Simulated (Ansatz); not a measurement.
Take LiNbO₃ (space group R3c, No. 161) as the base.

```
LiNbO3
1.0
    2.56733     1.48225     4.60804
   -2.56733     1.48225     4.60804
    0.00000    -2.96450     4.60804
Li Nb O
2 2 6
Direct
  0.28078   0.28078   0.28078
  0.78078   0.78078   0.78078
  0.99839   0.99839   0.99839
  0.49839   0.49839   0.49839
  0.10932   0.35998   0.71863
  0.71863   0.10932   0.35998
  0.35998   0.71863   0.10932
  0.21863   0.85998   0.60932
  0.85998   0.60932   0.21863
  0.60932   0.21863   0.85998
```

Cartesian axes are those of the cell as printed.

Level of theory: plane-wave PAW DFT at the PBEsol level (Ansatz, an electronic-structure program, 420 eV), no spin-orbit coupling.

It is then changed as follows: compressive biaxial strain of 3.00 % in the plane normal to [001], as in epitaxy on a mismatched substrate; the out-of-plane cell vector and the atoms relax.

**Question.** Estimate the effect on the ratio −ε⊥/ε∥.

**Answer.** The ratio −ε⊥/ε∥ comes out as 0.63.

Whether these cells are dynamically stable was not tested.
